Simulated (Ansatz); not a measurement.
Consider La$_{2}$S$_{3}$ (space group P-3m1, No. 164; a = 4.622 Å, c = 6.906 Å; a hypothetical phase, not in the database extracts checked). Axes: x lies along a and z along c of the hexagonal cell.

The values are results of plane-wave PAW DFT at the PBEsol level (Ansatz, an electronic-structure program, 420 eV), no spin-orbit coupling, not measurements.

The change: a pure shear with ε_xy = ε_yx = -0.0167; the atoms relax in the strained cell.

Task: Predict the stress tensor and what it implies for the stiffness.

Result: Stress of the strained cell less that of the base (GPa, compression positive):
```
   0.05    0.64    0.45
   0.64    0.03   -0.02
   0.45   -0.02    0.04
```

Then −Δσ/γ with γ = 2ε = -0.0334 gives secant stiffness values (nonlinear terms included at this strain): C66 ≈ 19 GPa.

Whether these cells are dynamically stable was not tested.
